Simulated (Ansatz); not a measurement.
Base system: Mg2Sn (space group Fm-3m, No. 225; a = 6.8176 Å; relaxed with 0.1 eV smearing).

Method: PBE (Ansatz, a quantum-chemistry and plane-wave program, PAW, spin-orbit coupling left out), earlier PAW set.

For the base:

| Property | Value |
|---|---|
| Band gap | zero |
| Pressure | 0.0 GPa |

Now apply this change: every lattice vector is stretched by 0.59 %; the atoms relax in the strained cell.

**Question.** What does the calculation give for the energy relative to the base after the change?

**Answer.** The energy increases by 1.0 meV/atom.

**Question.** Predict the new band gap.

**Answer.** The band gap is still zero.

**Question.** What does the calculation give for the pressure after the change?

**Answer.** The pressure goes from zero to -0.7 GPa.

Stability against distortions was not tested.
